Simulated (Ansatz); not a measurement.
**How far to go with the k-point mesh: BaAl2 (R3m, 6 atoms in the cell)**

```xyz
6
Lattice="0.0000 4.2437 4.2437 4.2437 0.0000 4.2437 4.2437 4.2437 0.0000" Properties=species:S:1:pos:R:3 pbc="T T T"
Ba     4.2726     4.2726     4.2726
Ba     6.3656     6.3656     6.3656
Al     1.0609     1.0609     1.0609
Al     1.0609     3.1828     3.1828
Al     3.1828     3.1828     1.0609
Al     3.1828     1.0609     3.1828
```

Method of the run: PBEsol, default PAW files made with PBE (plane waves; Ansatz, a program for electronic structure).

Base settings: basis.ecutwfc = 420 eV; kpoints.mp_grid.grid = 7 7 7; hamiltonian.xc = pbesol; hamiltonian.pseudopotentials = {kind: paw} (the program's default PAW files); scf.occupations.method = gaussian; scf.occupations.width = 0.1 eV.

Only quantities that move along the ladder and can be compared are tabulated.

The count of work is k-points × plane waves × bands × iterations; it is no time. Core times come from one kind of shared machine, to one figure; runs under 30 s give none.

The starting cell comes from a database of computed structures (which also holds hypothetical and non-ambient phases and stackings), without a prior relaxation at this level. Its lattice was rescaled by up to half a per cent. One atom was moved a little off its site on purpose. Ansatz's pressure includes its estimate of the finite-basis (Pulay) stress.

| kpoints.mp_grid.grid | free energy less the last step's (meV/atom) | pressure (GPa) | largest difference of a force vector from the last step's (eV/Å) | count of work / last | core time / last (rough) |
|---|---|---|---|---|---|
| 1 1 1 | -163.61 | -6.12 | 0.056 | 0.0017 | – |
| 2 2 2 | 32.39 | -1.81 | 0.249 | 0.0051 | – |
| 3 3 3 | 43.95 | -2.10 | 0.036 | 0.0077 | – |
| 4 4 4 | -8.42 | -1.34 | 0.014 | 0.017 | – |
| 5 5 5 | 6.29 | -1.33 | 0.029 | 0.024 | – |
| 6 6 6 | 3.83 | -1.53 | 0.009 | 0.041 | – |
| 7 7 7 | -3.07 | -1.50 | 0.010 | 0.056 | – |
| 8 8 8 | 1.42 | -1.45 | 0.006 | 0.083 | – |
| 9 9 9 | -0.74 | -1.47 | 0.002 | 0.11 | – |
| 10 10 10 | -0.09 | -1.48 | 0.002 | 0.15 | 0.1 |
| 11 11 11 | 0.71 | -1.47 | 0.001 | 0.19 | 0.2 |
| 13 13 13 | 0.07 | -1.47 | 0.001 | 0.30 | 0.3 |
| 15 15 15 | -0.16 | -1.47 | 0.000 | 0.44 | 0.4 |
| 16 16 16 | 0.04 | -1.48 | 0.000 | 0.53 | 0.6 |
| 20 20 20 | 0.00 | -1.47 | 0.000 | 1.0 | 1 |

Coarsest kpoints.mp_grid.grid that holds the free energy within 2 meV/atom of the last step, with all finer ones: 8 8 8, at 0.083 of the last step's count of work; the step before is off by 3.1 meV/atom.

Coarsest kpoints.mp_grid.grid that holds the forces within 0.02 eV/Å of the last step, with all finer ones: 6 6 6, at 0.041 of the last step's count of work; the step before is off by 0.029 eV/Å.

Coarsest kpoints.mp_grid.grid that holds the pressure within 0.2 GPa of the last step, with all finer ones: 4 4 4, at 0.017 of the last step's count of work; the step before is off by 0.62 GPa.

Keys are those of Ansatz 0.2.
